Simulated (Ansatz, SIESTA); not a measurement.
Code comparison for Zr₂Au (I4/mmm, 3 atoms in the cell)

Self-consistent single point.

```yaml
crystal:
  lattice:
    - [-1.65018, 1.65018, 5.82547]
    - [1.65018, -1.65018, 5.82547]
    - [1.65018, 1.65018, -5.82547]
  atoms:
    - { symbol: Zr, position: [0.65970, 0.65970, 0.00000] }
    - { symbol: Zr, position: [0.34030, 0.34030, 0.00000] }
    - { symbol: Au, position: [0.00000, 0.00000, 0.00000] }
```

Shared settings, as Ansatz (a first-principles code) writes them: kpoints.mp_grid.grid = 10 10 10; magnetization.spin_orbit = true; scf.occupations.method = fermi_dirac; scf.occupations.width = 0.05 eV. Potentials and cutoffs stand in the table.

| code | model | pressure (GPa) | largest force (eV/Å) | cutoff |
|---|---|---|---|---|
| SIESTA | GGA PBEsol with spin-orbit coupling, numerical atomic orbitals TZP, PseudoDojo PBEsol fully relativistic norm-conserving potentials (rewritten from UPF to PSML) | – | 0.149 | grid 350 Ry |
| Ansatz | PBEsol with spin-orbit coupling, PAW files made with PBE | -4.35 | 0.094 | default |

A dash marks a value that a program does not give, or that is left out as unsure.

The spread over the programs that give each value: largest force within 0.055 eV/Å.

SIESTA uses small atom-centred bases, whose incompleteness enters pressures, forces and empty levels differently from a plane-wave cutoff.

The starting cell comes from a database of computed structures (which also holds hypothetical and non-ambient phases and stackings), without a prior relaxation at this level.

Keys are those of Ansatz 0.2.
